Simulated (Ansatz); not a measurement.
The parent structure is PbSe in the rock salt structure (space group Fm-3m, No. 225; a = 6.218 Å).

(Cell as relaxed with PBE.)

Levels (all Ansatz, a first-principles code, PAW, earlier PAW set): PBE (420 eV, no spin-orbit coupling); r2SCAN (500 eV, no spin-orbit coupling).

Each level relaxes its own structure.

| base | PBE | r2SCAN |
|---|---|---|
| volume per atom | 30.05 Å³ | 29.47 Å³ |
| lattice parameter a | 621.8 pm | 617.8 pm |
| band gap | 0.44 eV | 0.67 eV |

It is then changed as follows: holes 2.0×10^21 cm⁻³, on a uniform background at fixed cell.

```csv
quantity,PBE,r2SCAN
"valley order (the lowest conduction-band minima on the path, energy above the VBM, named in the base's zone)","L along ⟨111⟩ 0.49 eV; a point along ⟨110⟩, about 0.6 Å⁻¹ from Γ 1.27 eV","L along ⟨111⟩ 0.72 eV; a point along ⟨110⟩, about 0.6 Å⁻¹ from Γ 1.51 eV"…
Fermi level relative to the doped band's edge (positive inside the band; to 0.05 eV),+0.45 eV,+0.50 eV
shift of the gap caused by the change,+0.05 eV,+0.05 eV
```

Both order the valleys alike; the two agree on the shift of the gap caused by the change. Neither level is exact; r2SCAN is the comparison here, not a measurement.

Charged cell with a jellium background: band edges are those of the host's band count, energies are not comparable with the neutral cell, and many-body gap narrowing is missing. With Pb present, leaving out spin-orbit coupling can change the band edges. Whether these cells are dynamically stable was not tested.
